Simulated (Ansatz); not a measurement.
Problem. Name crystals whose Seebeck coefficient, p-type 1e19 cm⁻³ lies between 410 and 640 μV/K and whose electron conductivity mass lies between 0.52 and 0.81 mₑ, by PBEsol with spin-orbit coupling, rigid bands run with Ansatz (a first-principles code).

Solution. Many crystals can fit; among those computed here:
- SrTiO3 (Pm-3m): 514 μV/K, 0.65 mₑ
- SrHfO3 (Pm-3m): 537 μV/K, 0.53 mₑ

Masses are for dilute carriers at 300 K, harmonic means over directions unless an axis is named. Seebeck coefficients are for the stated density at 300 K, with one relaxation time for all states and whether or not that doping can be reached.

Formula and space group known from diffraction (Crystallography Open Database), not checked to be the room-temperature form: SrHfO3 (Pm-3m).
